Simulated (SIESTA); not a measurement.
Band structure of ScIn₂ (Cmmm, 6 atoms in the cell).

```xyz
6
Lattice="2.2341 -6.8286 0.0000 2.2341 6.8286 0.0000 0.0000 0.0000 4.4589" Properties=species:S:1:pos:R:3 pbc="T T T"
Sc     2.2341    -4.6922     2.2294
Sc     2.2341     4.6922     2.2294
In     2.2341    -2.4048     0.0000
In     2.2341     2.4048     0.0000
In     2.2341     0.0000     2.2294
In     0.0000     0.0000     0.0000
```

Computed with GGA PBEsol, numerical atomic orbitals DZP, PseudoDojo PBEsol standard norm-conserving potentials (rewritten from UPF to PSML) run with SIESTA 5.4.2.

Settings: XC.functional = GGA; XC.authors = PBEsol; potentials = PseudoDojo PBEsol standard; PAO.BasisSize = DZP; PAO.EnergyShift = 0.01 Ry; MeshCutoff = 300 Ry; kgrid.MonkhorstPack = 4 4 4; OccupationFunction = MP; OccupationMPOrder = 0; ElectronicTemperature = 272 meV; MaxSCFIterations = 150; SCF.Mixer.Method = Pulay; SCF.Mixer.Weight = 0.25; SCF.Mixer.History = 8.

The starting cell comes from a database of computed structures (which also holds hypothetical and non-ambient phases and stackings), without a prior relaxation at this level. Values carry the incompleteness of an atom-centred basis.

Levels in eV from the Fermi level, bands 34 to 39:
| point | 34 | 35 | 36 | 37 | 38 | 39 |
|---|---|---|---|---|---|---|
| Γ | -1.33 | -0.77 | -0.32 | -0.27 | 0.42 | 1.30 |
| X | -0.91 | -0.83 | -0.47 | -0.46 | 0.41 | 1.34 |
| S | -1.76 | -0.85 | -0.52 | -0.12 | 0.40 | 1.36 |
| R | -3.19 | -2.20 | -1.24 | -0.94 | -0.57 | 0.10 |
| A | -2.59 | -2.35 | -1.54 | -0.80 | -0.07 | 0.03 |
| Z | -2.25 | -1.01 | -0.02 | 0.31 | 0.82 | 0.89 |
| Y | -1.56 | -1.44 | -0.48 | -0.29 | -0.27 | 1.33 |
| X1 | -0.91 | -0.83 | -0.47 | -0.46 | 0.41 | 1.34 |
| A1 | -2.59 | -2.35 | -1.54 | -0.80 | -0.07 | 0.03 |
| T | -1.43 | -1.10 | -0.90 | -0.13 | 0.77 | 1.42 |

Bands cross the Fermi level along this path, so the cell is metallic at this level.

Higher empty bands are left out: an atom-centred basis made for the valence describes them poorly.
